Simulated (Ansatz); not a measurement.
System: KTaO2 (model structure, started from the NaNbO2 type, P6₃/mmc, No. 194, 8 atoms in the cell). Method: LDA (Ansatz, a quantum-chemistry and plane-wave program, plane waves, PAW).

Numerical settings: plane-wave cutoff 520 eV, 12×12×4 k mesh (along the axes of the cell as run), Fermi–Dirac smearing 0.01 eV, scalar-relativistic PAW data made under PBE.

Cell (relaxed at this level):

```cif
data_K2O4Ta2
_chemical_formula_sum 'K2 Ta2 O4'
_space_group_name_H-M_alt 'P 1'
_space_group_IT_number 1
_cell_length_a 2.95878
_cell_length_b 2.95878
_cell_length_c 12.63445
_cell_angle_alpha 90.000
_cell_angle_beta 90.000
_cell_angle_gamma 120.000
loop_
_space_group_symop_operation_xyz
  'x, y, z'
loop_
_atom_site_label
_atom_site_type_symbol
_atom_site_fract_x
_atom_site_fract_y
_atom_site_fract_z
_atom_site_occupancy
K1 K 0.00000 0.00000 0.00000 1
K2 K 0.00000 0.00000 0.50000 1
Ta1 Ta 0.33333 0.66667 0.75000 1
Ta2 Ta 0.66667 0.33333 0.25000 1
O1 O 0.33333 0.66667 0.35049 1
O2 O 0.66667 0.33333 0.64951 1
O3 O 0.66667 0.33333 0.85049 1
O4 O 0.33333 0.66667 0.14951 1
```

Problem. Estimate the band gap that the calculation returns.

Solution. 
- band gap: 1.15 eV

Note: the relaxation could raise the start's symmetry but not lower it, so the cell can be a saddle point.

Spin–orbit coupling is not included.

The computed numbers hold no vibrational or temperature effects.

The result took about 27 core-seconds (a rough figure).

A model structure was made by putting elements into a prototype or built by hand; it is no filed structure, need not be a known phase, and can be a saddle point held by its symmetry.
